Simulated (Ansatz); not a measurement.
Take ZrO₂ (space group P2_1/c, No. 14) as the base.

```yaml
crystal:
  lattice:
    - [5.18930, 0.00000, 0.00000]
    - [0.00000, 5.24180, 0.00000]
    - [-0.90344, 0.00000, 5.30261]
  atoms:
    - { symbol: Zr, position: [0.27571, 0.04384, 0.21016] }
    - { symbol: Zr, position: [0.72429, 0.54384, 0.28984] }
    - { symbol: Zr, position: [0.72429, 0.95616, 0.78984] }
    - { symbol: Zr, position: [0.27571, 0.45616, 0.71016] }
    - { symbol: O, position: [0.06488, 0.32613, 0.35022] }
    - { symbol: O, position: [0.93512, 0.82613, 0.14978] }
    - { symbol: O, position: [0.93512, 0.67387, 0.64978] }
    - { symbol: O, position: [0.06488, 0.17387, 0.85022] }
    - { symbol: O, position: [0.45109, 0.75674, 0.47528] }
    - { symbol: O, position: [0.54891, 0.25674, 0.02472] }
    - { symbol: O, position: [0.54891, 0.24326, 0.52472] }
    - { symbol: O, position: [0.45109, 0.74326, 0.97528] }
```

Level of theory: Kohn–Sham DFT with the PBE functional, run in Ansatz (a quantum-chemistry and plane-wave program) with PAW and 420 eV plane waves, spin-orbit coupling left out, earlier PAW set.

Base values:

- Volume per atom = 12.02 Å³
- Valence-band top at Γ = 0.00, -0.19, -0.55 eV
- Gap character = indirect, Γ → Y₂
- Band gap = 3.66 eV

Modification: cell and atoms relaxed at a pressure of 3 GPa.

Question: What happens to the volume per atom?

Answer: The volume per atom decreases by 0.20 Å³ to 11.82 Å³.

Question: How does this affect the valence-band top at Γ?

Answer: The valence-band top at Γ (three highest levels, from the VBM) changes from 0.00, -0.19, -0.55 eV to 0.00, -0.19, -0.50 eV.

Question: What does the calculation give for the gap character after the change?

Answer: The gap character remains indirect, Γ → Y₂.

Question: What does the calculation give for the band gap after the change?

Answer: The band gap shrinks by 0.015 eV (3.66 eV → 3.64 eV).

Load acts through the strain it causes; cell and atoms are relaxed under it. No phonon test of stability was made.
